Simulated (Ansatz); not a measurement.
Response to strain in CdS

Start from CdS in the wurtzite structure (space group P6_3mc, No. 186; a = 4.0741 Å, c = 6.6367 Å).

Strains are applied to the cell and any free atomic positions relax.

Computed with Kohn–Sham DFT with the LDA functional, run in Ansatz (a first-principles code) with PAW and 420 eV plane waves, no spin-orbit coupling.

Notes on the quantities. pressure: mean of the normal stresses, compression positive.

```csv
case,band gap,pressure,shortest interatomic distance,electron mass
base,1.03 eV,0.00 GPa,2.491 Å,"0.11 mₑ along c, 0.11 mₑ across (at Γ)"
isotropic strain +0.60 %,0.99 eV,-1.17 GPa,2.506 Å,"0.10 mₑ along c, 0.11 mₑ across (at Γ)"
isotropic strain +1.20 %,?,?,2.521 Å,"0.10 mₑ along c, 0.11 mₑ across (at Γ)"
isotropic strain +1.80 %,0.91 eV,-3.21 GPa,2.536 Å,"0.098 mₑ along c, 0.10 mₑ across (at Γ)"
isotropic strain +2.40 %,0.87 eV,-4.10 GPa,2.551 Å,"0.095 mₑ along c, 0.10 mₑ across (at Γ)"
isotropic strain +3.00 %,0.83 eV,-4.90 GPa,2.566 Å,"0.092 mₑ along c, 0.098 mₑ across (at Γ)"
```

Q: Complete the table.

A: 
- isotropic strain +1.20 %, band gap: 0.95 eV
- isotropic strain +1.20 %, pressure: -2.24 GPa

Effective masses come from finite differences of ±0.01 Å⁻¹. Stability against distortions was not tested.
